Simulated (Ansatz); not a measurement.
The starting structures come from a database of crystals and need not be the phases stable at ambient conditions.

By PBEsol, the system below comes out a metal.

The ballistic (Sharvin) conductance counts the channels at the Fermi level: G/A = (e²/h) × channels of both spins per area.

Given:

```
ScB12
1.0
    5.23550     0.00000     0.00000
    0.00000     7.40411     0.00000
    2.61775     3.70206     2.61775
Sc B
1 12
Direct
  0.00000   0.00000   0.00000
  0.66136   0.50000   0.00000
  0.33864   0.50000   0.00000
  0.33864   0.83864   0.32272
  0.66136   0.16136   0.67728
  0.33864   0.50000   0.66136
  0.66136   0.50000   0.33864
  0.33864   0.83864   0.66136
  0.66136   0.16136   0.33864
  0.00000   0.50000   0.33864
  0.00000   0.50000   0.66136
  0.00000   0.83864   0.66136
  0.00000   0.16136   0.33864
```

Space group of this cell: Fm-3m. The cell is taken as given; by PBEsol its mean pressure is -2.7 GPa.

The current flows along the normal of the first two printed cell vectors, the (110) plane of the conventional cell. No spin-orbit coupling; the value is a mean over 0.1 eV about the Fermi level.

**Question.** Predict the ballistic conductance per area from PBEsol run with Ansatz (an electronic-structure program).

**Answer.** 0.43 × 10¹⁵ S/m² for both spins.
